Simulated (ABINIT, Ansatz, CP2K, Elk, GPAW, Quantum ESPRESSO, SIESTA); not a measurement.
**One structure in several programs: AlInSb2 (P-4m2, 4 atoms in the cell)**

Self-consistent single point.

```xyz
4
Lattice="4.4206 0.0000 0.0000 0.0000 4.4206 0.0000 0.0000 0.0000 6.2282" Properties=species:S:1:pos:R:3 pbc="T T T"
Al     0.0000     0.0000     0.0000
In     2.2103     2.2103     3.1141
Sb     0.0000     2.2103     1.4535
Sb     2.2103     0.0000     4.7747
```

Shared settings, as Ansatz (a quantum-chemistry and plane-wave program) writes them: kpoints.mp_grid.grid = 4 4 3; scf.occupations.method = fermi_dirac; scf.occupations.width = 0.02 eV. Potentials and cutoffs stand in the table.

```csv
code,model,pressure (GPa),largest force (eV/Å),gap on the mesh (eV),cutoff
ABINIT,"LDA (PW92), norm-conserving pseudopotentials (PseudoDojo nc-sr-04 LDA standard)",0.65,0.014,0.625,42 Ha
Ansatz,"LDA (PW92), PAW files made with PBE",0.74,0.012,0.631,default
Quantum ESPRESSO,"LDA (PW92), PseudoDojo standard norm-conserving (LDA) pseudopotentials",0.66,0.014,0.625,85 Ry
SIESTA,"LDA PW92, numerical atomic orbitals DZP, PseudoDojo LDA standard norm-conserving potentials (rewritten from UPF to PSML)",0.92,0.053,0.745,grid 300 Ry
Elk,"LDA (PW92), all-electron FP-LAPW, Elk's shipped species files, default APW+lo basis",–,–,0.625,default
CP2K,"LDA (Pade form), GPW, DZVP-MOLOPT-SR-GTH basis, GTH-PADE potentials (GTH_POTENTIALS)",0.87,0.060,0.721,grid 500 Ry
GPAW,"LDA (Perdew-Wang 92), GPAW PAW datasets LDA (gpaw-data 1.0.1)",0.33,0.019,0.641,550 eV
```

A dash marks a value that a program does not give, or that is left out as unsure.

Gaps are read on the mesh.

On Ansatz's run: spin-orbit coupling is off.

The spread over the programs that give each value: pressure within 0.59 GPa; largest force within 0.048 eV/Å; gap on the mesh within 0.120 eV.

SIESTA and CP2K use small atom-centred bases, whose incompleteness enters pressures, forces and empty levels differently from a plane-wave cutoff. Elk treats all electrons, but the usual bases taken here (sphere radii, linearisation, local orbitals, empty states) were not tested for convergence, so the values are no reference for the others. Ansatz's pressure is given at a fixed set of plane waves, as the other plane-wave codes print theirs.

The starting cell comes from a database of computed structures (which also holds hypothetical and non-ambient phases and stackings), without a prior relaxation at this level. Its lattice was rescaled by a random factor within 2.5 % of one.

Keys are those of Ansatz 0.2.
